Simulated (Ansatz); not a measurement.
Take Sb in the A7 type structure (space group R-3m, No. 166; a = 4.328 Å, c = 11.344 Å (hexagonal axes); layered) as the base.

All numbers come from r2SCAN+rVV10 in Ansatz (plane waves to 500 eV, PAW, scalar-relativistic without spin-orbit coupling).

Base values:

| Quantity | Value |
|---|---|
| Lattice parameter a | 4.328 Å |

The change: As takes the place of Sb on all its sites; the structure is relaxed again.

Tabulated Pauling electronegativity and covalent radius: Sb 2.05, 1.39 Å; As 2.18, 1.19 Å.

Predict the new lattice parameter a.

The lattice parameter a decreases by 0.567 Å to 3.761 Å.

Whether these cells are dynamically stable was not tested.

Ansatz is an electronic-structure program.
